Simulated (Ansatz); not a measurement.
## Effect of uniaxial strain ε_xx = −2.00 % on Mg

The parent structure is Mg in the hcp (Mg type) structure (space group P6_3/mmc, No. 194; a = 3.1751 Å, c = 5.1628 Å; relaxed with 0.1 eV smearing). Axes: x lies along a and z along c of the hexagonal cell.

One thing is altered: the cell is compressed by 2.00 % along x with no lateral relaxation, atoms relaxed at fixed cell.

Level of theory: PBEsol, PAW, 420 eV (Ansatz, an electronic-structure program; scalar-relativistic without spin-orbit coupling). Settings: 21×21×11 k-points, 0.1 eV Fermi–Dirac smearing.

```tsv
quantity	base	changed	shift
volume per atom	22.54 Å³	22.09 Å³	-0.45 Å³
shortest interatomic distance	3.166 Å	3.112 Å	-0.054 Å
energy relative to the base (free energy F)	0 meV/atom	+2.0 meV/atom	+2.0 meV/atom
pressure (mean of the normal stresses, compression positive)	0.0 GPa	0.8 GPa	+0.8 GPa
band gap	zero	zero	–
stress (xx, yy, zz, yz, xz, xy; compression positive)	–	(1.5, 0.5, 0.4, 0.0, 0.0, 0.0) GPa	–
```

No phonon test of stability was made.
